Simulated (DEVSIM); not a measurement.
Structure: Schottky contact on n-type Si, at 350 K.

| layer (left to right) | material | thickness (μm) | Nd (cm⁻³) | τn (s) | τp (s) |
|---|---|---|---|---|---|
| 1 | Si | 1.40 | 7.2e16 | 5.8e-7 | 5.8e-7 |
| 2 | Si | 3.60 | 2e18 | 5.8e-7 | 5.8e-7 |

Left contact: Schottky, work function 4.67 eV, emission velocity 1.7e6 cm/s. Right contact: ohmic. Voltage is applied to the left contact. Recombination: SRH at mid-gap, radiative. Mobility is constant in doping.

Constants are typed, rounded textbook-type inputs, not results; the design itself was drawn at random and stands for no fabricated device. Values at 300 K; Nc and Nv go as T^1.5, mobilities as T to minus their exponent, the gap by Varshni's rule with the affinity fixed.

| parameter | Si |
|---|---|
| gap (eV) | 1.124 |
| affinity (eV) | 4.05 |
| permittivity | 11.7 |
| Nc (cm⁻³) | 2.86e19 |
| Nv (cm⁻³) | 3.1e19 |
| μn (cm²/Vs) | 1417 |
| μp (cm²/Vs) | 470 |
| T exponent of μn | 2.3 |
| T exponent of μp | 2.2 |
| B (cm³/s) | 4.7e-15 |
| Varshni α (eV/K) | 0.000473 |
| Varshni β (K) | 636 |

DEVSIM, 1D drift-diffusion, Boltzmann statistics, complete ionisation; no tunnelling, impact ionisation, image-force lowering or self-heating. Metal contacts follow the ideal Schottky-Mott rule: no Fermi-level pinning, no interface dipoles.

Task: Give the dark forward current.

Result: 
(V (V), J (A/cm²)): (0.05, 0.048); (0.10, 0.30); (0.15, 1.6); (0.20, 8.5); (0.25, 44); (0.30, 210); (0.35, 840); (0.40, 2300)
